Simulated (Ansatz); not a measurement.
# BaZrO3: energy against strain

BaZrO3 (cubic perovskite, Pm-3m, 14.614 Å³/atom at rest) under an equal strain ε in the (111) plane with the normal axis free, as in a coherent film. PBEsol in Ansatz, a plane-wave DFT program (PAW, default set), 420 eV, 8×8×8 Γ-centred mesh, Fermi-Dirac smearing 0.05 eV; ions are relaxed within the symmetry of each cell.

Here s stands for strain and y for E less E0.

```
strain (%)  E less E0 (meV/atom)
----------  --------------------
-1.00                       2.75
-0.50                       0.64
0.00                        0.00
0.50                        0.65
1.00                        2.69
2.50                           ?
```

### Question
Using a parabola, estimate the missing y at s = 2.50 from the other rows, showing the fit.

### Answer
Least squares gives y = -0.024 - 0.0220·s + 2.7400·s². Residuals (row less fit): 0.012, -0.032, 0.024, 0.000, -0.004; standard error 0.030 (degrees of freedom: 2). Twice the quadratic coefficient over the volume, 2 × 2.7400 meV × 10⁴ × 0.1602 / 14.614 Å³, is twice the biaxial elastic modulus of this plane = 601 ± 7 GPa. At the withheld row, y = -0.024 - 0.0220 × 2.5 + 2.7400 × 2.5² = 17.046 meV/atom. The calculation gives 16.59 meV/atom, 0.456 meV/atom below the prediction (2.7 % of the range of y in the table). The row lies outside the fitted rows, so this is an extrapolation. From the scatter of the fitted rows alone, a prediction at this place has a standard error of 0.191 meV/atom, so the miss is 2.4 times that.

One order more, fitted to all 11 runs of the series, follows each within 0.03, so the miss is the next term of a smooth law. The primitive cell can neither tilt nor turn polar against its symmetry, as such crystals can under strain. Rows are the converged runs of the series near zero and its far end; series whose fitted rows scatter by over a few per cent of the range, as at a crossing or softening among them, aren't shown in this form. Most that stay on the fit to the last digits aren't either.
